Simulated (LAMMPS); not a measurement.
Molecular dynamics of a melt of SiC (zinc blende), 512 atoms, cooled from 4350 K to 300 K at 1e+14 K/s, at zero pressure.

All values are model results, not measurements: classical MD, pair style edip/multi, file SiC.edip (LAMMPS).

```csv
r (Å),"g(r), C-Si","g(r), C-C"
1.380,0.000,0.000
1.420,0.000,0.394
1.460,0.000,3.11
1.500,0.000,9.12
1.540,0.000,10.9
1.580,0.000,5.89
1.620,0.000,1.44
1.660,0.000,0.136
1.700,0.004,0.008
1.740,0.054,0.000
1.780,0.527,0.000
1.820,2.30,0.000
1.860,5.44,0.000
1.900,8.38,0.000
1.940,7.55,0.000
1.980,3.94,0.000
2.020,1.37,0.000
2.060,0.402,0.000
2.100,0.109,0.000
2.140,0.071,0.000
2.180,0.037,0.138
2.220,0.031,0.123
2.260,0.062,0.146
2.300,0.117,0.168
2.340,0.179,0.196
2.380,0.214,0.313
2.420,0.134,0.383
2.460,0.085,0.637
2.500,0.086,1.06
2.540,0.154,1.60
2.580,0.244,2.00
2.620,0.412,1.83
2.660,0.634,1.45
2.700,0.873,0.894
2.740,1.16,0.557
2.780,1.46,0.463
2.820,1.64,0.467
2.860,1.75,0.526
2.900,1.68,0.664
2.940,1.49,0.795
2.980,1.28,0.989
3.020,1.09,1.16
3.060,0.868,1.33
3.100,0.801,1.38
3.140,0.678,1.54
3.180,0.709,1.60
3.220,0.744,1.58
3.260,0.761,1.48
3.300,0.794,1.22
3.340,0.947,1.16
3.380,0.953,1.04
3.420,1.00,0.965
3.460,1.04,0.927
3.500,1.14,0.986
3.540,1.14,0.999
3.580,1.13,0.959
3.620,1.15,0.927
3.660,1.14,0.921
3.700,1.10,0.882
3.740,1.05,0.964
3.780,1.04,1.01
3.820,1.01,1.05
3.860,0.977,1.04
3.900,0.954,1.01
3.940,0.993,0.929
3.980,0.930,0.960
4.020,0.954,0.888
4.060,0.971,0.896
4.100,1.01,0.977
4.140,1.05,0.977
4.180,1.09,0.936
4.220,1.01,0.922
4.260,0.959,1.02
4.300,0.948,1.09
4.340,0.912,0.970
4.380,0.901,1.06
4.420,0.902,1.05
4.460,0.927,1.11
4.500,0.987,1.07
4.540,0.989,1.05
4.580,1.05,0.957
4.620,1.04,0.991
4.660,1.07,0.961
4.700,1.11,0.999
4.740,1.06,0.978
4.780,1.11,0.968
4.820,1.06,0.904
4.860,1.04,0.945
4.900,1.04,0.960
4.940,1.04,0.999
4.980,1.04,0.902
5.020,0.981,0.964
5.060,0.952,0.945
5.100,0.896,0.999
5.140,0.957,0.984
5.180,0.957,1.03
5.220,0.940,1.05
5.260,0.931,1.01
5.300,0.986,0.932
5.340,0.962,0.981
5.380,1.01,0.974
```

The data show:
- state found: glass
- first peak of g(r), C-Si: 1.91 Å, height 8.4
- coordination number of C by Si: 2.18 (counted to 2.22 Å)
- coordination number of Si by C: 2.18 (counted to 2.22 Å)
- first peak of g(r), C-C: 1.53 Å, height 10.9

Caution: at ambient pressure real SiC sublimes or decomposes before or as it melts, so this liquid is the model's.
